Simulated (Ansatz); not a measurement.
System: O vacancy in rutile TiO2 (charge state +2). These are PBE, PAW (plane waves to 420 eV; Ansatz, a program for electronic structure) values and carry that method's errors.

Settings: 72 host sites, the relaxed PBE lattice, one k-point at (0.250, 0.250, 0.250), smearing 0.01 eV, spin-restricted, no image-charge correction. Energies are static. The charge state is imposed; whether it is stable for some Fermi level was not computed. Forms of the defect that were not tried may lie lower.

Barriers: single points on a 2×2×2 k-point mesh shifted by half a step at the bands' geometries.

The step: a nearby O atom hops onto the vacant site. Atoms about the jump, Cartesian Å from the middle of the jump, before and after:

```json
[
 {"atom": "O1", "x0": "0.85", "y0": "0.85", "z0": "0.00", "x1": "-0.85", "y1": "-0.85", "z1": "0.00"},
 {"atom": "Ti2", "x0": "0.20", "y0": "0.18", "z0": "-1.65", "x1": "-0.16", "y1": "-0.20", "z1": "-1.65"},
 {"atom": "Ti3", "x0": "0.16", "y0": "0.20", "z0": "1.65", "x1": "-0.20", "y1": "-0.18", "z1": "1.65"},
 {"atom": "O4", "x0": "-1.40", "y0": "1.35", "z0": "-1.47", "x1": "-1.35", "y1": "1.40", "z1": "-1.47"},
 {"atom": "O5", "x0": "-1.40", "y0": "1.36", "z0": "1.45", "x1": "-1.35", "y1": "1.39", "z1": "1.45"},
 {"atom": "O6", "x0": "1.35", "y0": "-1.40", "z0": "1.47", "x1": "1.40", "y1": "-1.35", "z1": "1.47"},
 {"atom": "O7", "x0": "1.35", "y0": "-1.39", "z0": "-1.45", "x1": "1.40", "y1": "-1.36", "z1": "-1.45"},
 {"atom": "Ti8", "x0": "-2.28", "y0": "2.34", "z0": "0.06", "x1": "-2.31", "y1": "2.26", "z1": "0.08"},
 {"atom": "O9", "x0": "0.95", "y0": "0.93", "z0": "-3.05", "x1": "0.88", "y1": "0.87", "z1": "-2.91"},
 {"atom": "O10", "x0": "-0.87", "y0": "-0.88", "z0": "-2.91", "x1": "-0.93", "y1": "-0.95", "z1": "-3.06"},
 {"atom": "O11", "x0": "0.93", "y0": "0.95", "z0": "3.06", "x1": "0.87", "y1": "0.88", "z1": "2.91"},
 {"atom": "O12", "x0": "-0.88", "y0": "-0.87", "z0": "2.91", "x1": "-0.95", "y1": "-0.93", "z1": "3.05"},
 {"atom": "Ti13", "x0": "2.31", "y0": "-2.26", "z0": "-0.08", "x1": "2.28", "y1": "-2.34", "z1": "-0.06"},
 {"atom": "Ti14", "x0": "-2.54", "y0": "-2.55", "z0": "0.01", "x1": "-2.33", "y1": "-2.32", "z1": "-0.06"},
 {"atom": "Ti15", "x0": "2.33", "y0": "2.32", "z0": "0.06", "x1": "2.54", "y1": "2.55", "z1": "-0.01"},
 {"atom": "O16", "x0": "1.40", "y0": "3.20", "z0": "1.47", "x1": "1.40", "y1": "3.17", "z1": "1.44"},
 {"atom": "O17", "x0": "1.40", "y0": "3.21", "z0": "-1.48", "x1": "1.40", "y1": "3.18", "z1": "-1.44"},
 {"atom": "O18", "x0": "-3.18", "y0": "-1.40", "z0": "-1.43", "x1": "-3.20", "y1": "-1.40", "z1": "-1.48"},
 {"atom": "O19", "x0": "-3.17", "y0": "-1.40", "z0": "1.43", "x1": "-3.20", "y1": "-1.42", "z1": "1.49"},
 {"atom": "O20", "x0": "-1.40", "y0": "-3.17", "z0": "-1.44", "x1": "-1.40", "y1": "-3.20", "z1": "-1.47"},
 {"atom": "O21", "x0": "3.20", "y0": "1.42", "z0": "-1.49", "x1": "3.17", "y1": "1.40", "z1": "-1.43"},
 {"atom": "O22", "x0": "-1.40", "y0": "-3.18", "z0": "1.44", "x1": "-1.40", "y1": "-3.21", "z1": "1.48"},
 {"atom": "O23", "x0": "3.20", "y0": "1.40", "z0": "1.48", "x1": "3.18", "y1": "1.40", "z1": "1.43"},
 {"atom": "O24", "x0": "-3.76", "y0": "0.91", "z0": "0.00", "x1": "-3.73", "y1": "0.91", "z1": "0.00"},
 {"atom": "O25", "x0": "-0.93", "y0": "3.74", "z0": "-0.01", "x1": "-0.91", "y1": "3.76", "z1": "0.00"},
 {"atom": "O26", "x0": "3.73", "y0": "-0.91", "z0": "0.00", "x1": "3.76", "y1": "-0.91", "z1": "0.00"},
 {"atom": "O27", "x0": "0.91", "y0": "-3.76", "z0": "0.00", "x1": "0.93", "y1": "-3.74", "z1": "0.01"}
]
```

Q: Give the saddle-point geometry and the barrier.

A: 
| atom | x | y | z |
|---|---|---|---|
| O1 | -0.08 | 0.07 | -0.01 |
| Ti2 | 0.16 | -0.18 | -1.74 |
| Ti3 | 0.11 | -0.12 | 1.73 |
| O4 | -1.47 | 1.46 | -1.55 |
| O5 | -1.46 | 1.45 | 1.55 |
| O6 | 1.43 | -1.44 | 1.50 |
| O7 | 1.45 | -1.47 | -1.50 |
| Ti8 | -2.24 | 2.19 | 0.01 |
| O9 | 0.91 | 0.91 | -3.02 |
| O10 | -0.92 | -0.91 | -3.03 |
| O11 | 0.91 | 0.91 | 3.02 |
| O12 | -0.92 | -0.92 | 3.03 |
| Ti13 | 2.39 | -2.45 | 0.01 |
| Ti14 | -2.51 | -2.48 | 0.00 |
| Ti15 | 2.48 | 2.50 | 0.00 |
| O16 | 1.37 | 3.15 | 1.45 |
| O17 | 1.37 | 3.16 | -1.45 |
| O18 | -3.17 | -1.38 | -1.45 |
| O19 | -3.16 | -1.38 | 1.45 |
| O20 | -1.36 | -3.12 | -1.43 |
| O21 | 3.12 | 1.36 | -1.44 |
| O22 | -1.37 | -3.14 | 1.44 |
| O23 | 3.14 | 1.37 | 1.44 |
| O24 | -3.75 | 0.91 | 0.00 |
| O25 | -0.92 | 3.75 | 0.00 |
| O26 | 3.75 | -0.94 | 0.00 |
| O27 | 0.94 | -3.77 | 0.01 |
It lies 0.80 eV above the start and 0.80 eV above the end. The check of the saddle point's order was inconclusive.
